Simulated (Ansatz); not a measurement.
The slab is Si(111) 1x1 surface, 6 top atoms, 3 bilayers, bottom bilayer H-capped and fixed, every top atom capped by F; cell 11.5 x 6.6 Å; about 7 Å thick over the host's atoms, 18 atoms held. Level of theory: PBE-D3(BJ) (plane waves to 420 eV, PAW; Ansatz, a quantum-chemistry and plane-wave program). Sampling: 1x2x1 k points. The slab states were run without spin polarisation. A thicker slab, a larger cell or a denser mesh can move such energies by a tenth of an eV or more. All energies are electronic energies at 0 K, without vibrations. Each state was relaxed from one prepared geometry.

One BCl3 a cell is brought to Si(111):F. Relaxed result near the molecule:

```
atom    x (Å)  y (Å)   z (Å)
------  -----  -----  ------
F(31)   5.754  3.346  11.102
B(a0)   5.889  3.543  13.983
Cl(a1)  4.271  4.203  13.987
Cl(a2)  6.135  1.814  14.050
Cl(a3)  7.266  4.621  13.918
```

### Question
What is the adsorption energy against the free BCl3 and the slab before, and how much of it is dispersion?

### Answer
-0.27 eV (negative: bound); the D3 term gives -0.25 eV of it. Its closest contacts to the rest of the cell: B(a0)...F(31) 2.89 Å, Cl(a2)...F(31) 3.34 Å, Cl(a1)...F(31) 3.35 Å.
